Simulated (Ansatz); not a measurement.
Start from Pt in the fcc (Cu type) structure (space group Fm-3m, No. 225; a = 3.940 Å).

Calculations: Ansatz (an electronic-structure program), r2SCAN, PAW, cutoff 500 eV, no SOC.

Before the change:

| Quantity | Value |
|---|---|
| Pressure | 0.0 GPa |

Modification: every lattice vector is stretched by 1.23 %, atoms relaxed at fixed cell.

Question: What does the calculation give for the pressure after the change?

Answer: The pressure goes from zero to -9.0 GPa.

Question: Predict the new energy relative to the base.

Answer: The energy goes up by 17 meV/atom.

The cells carry an imposed strain or load. Whether these cells are dynamically stable was not tested. The final runs are not spin-polarised. Pt lies near a magnetic instability that expansion can trigger; it was not tested.
